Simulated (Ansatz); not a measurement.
Start from GaN in the zinc blende structure (space group F-43m, No. 216).

```xyz
2
Lattice="0.0000 2.2490 2.2490 2.2490 0.0000 2.2490 2.2490 2.2490 0.0000" Properties=species:S:1:pos:R:3 pbc="T T T"
Ga     0.0000     0.0000     0.0000
N      1.1245     1.1245     1.1245
```

Cartesian axes are those of the cell as printed.

Level of theory: r2SCAN, PAW, 500 eV (Ansatz, a first-principles code; no SOC).

Strains are applied to the cell and any free atomic positions relax.

One change was made to it. Results:

The energy rises by 9.2 meV/atom; the pressure (mean of the normal stresses, compression positive) goes from zero to 0.10 GPa; the band gap shrinks by 0.17 eV (2.17 eV → 2.00 eV).

Question: Which of these changes matches the shifts?
(A) tensor shear ε_xy = +0.57 %
(B) tensor shear ε_xy = +0.86 %
(C) tensor shear ε_xy = +2.00 %

Answer: C, tensor shear ε_xy = +2.00 %. For comparison, the band gap in the other runs: tensor shear ε_xy = +0.57 % gives 2.13 eV; tensor shear ε_xy = +0.86 % gives 2.10 eV.

Whether these cells are dynamically stable was not tested. This is not the structure that GaN has at room temperature and ambient pressure.
